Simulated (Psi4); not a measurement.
Psi4 1.11, unrestricted WB97X/def2-svpd: THF triplet (C1CCOC1), charge 0, multiplicity 3, 13 atoms. The geometry is a generated start, not checked to be a minimum at this level.

```yaml
task: energy
method: wb97x
basis: def2-svpd
memory: 3 GB
maxiter: 100
keys_of_the_molecule_block: symmetry c1
scf_type: df (default)
guess: auto, which took SAD (default)
scf_initial_accelerator: adiis (default)
e_convergence: 1e-06 (default)
d_convergence: 1e-06 (default)
dft_radial_points: 75 (default)
dft_spherical_points: 302 (default)
basis_functions: 167
grid_points: 276638
```

```xyz
13

C     -0.2418     1.0204    -0.2482
C      0.9240     0.3213     0.4497
C      0.7281    -1.1227    -0.0141
O     -0.6654    -1.3074    -0.2044
C     -1.3268    -0.0527    -0.1636
H     -0.5389     1.9489     0.2340
H      0.0100     1.2229    -1.2897
H      1.8965     0.7181     0.1674
H      0.8104     0.3896     1.5325
H      1.0808    -1.8591     0.7131
H      1.2450    -1.2975    -0.9687
H     -1.8812     0.0281     0.7825
H     -2.0407    -0.0100    -0.9905
```

Charge 0 and multiplicity 3 are set for this test and not shown to be the ground state.

One run each on 2 threads. Values of diis_max_vecs tried: 3, 6, 10 (default), 20.

**Question.** How does the count of SCF iterations change with diis_max_vecs, and where is it least?

**Answer.** Fewest SCF iterations, within one of each other: 10 (default) with 15, 20 with 15. The count rises to 25 at 3. All converge to one solution.

```
diis_max_vecs  SCF iterations            end
-------------  --------------  -------------
3                          25  same solution
6                          17  same solution
10 (default)               15  same solution
20                         15  same solution
```
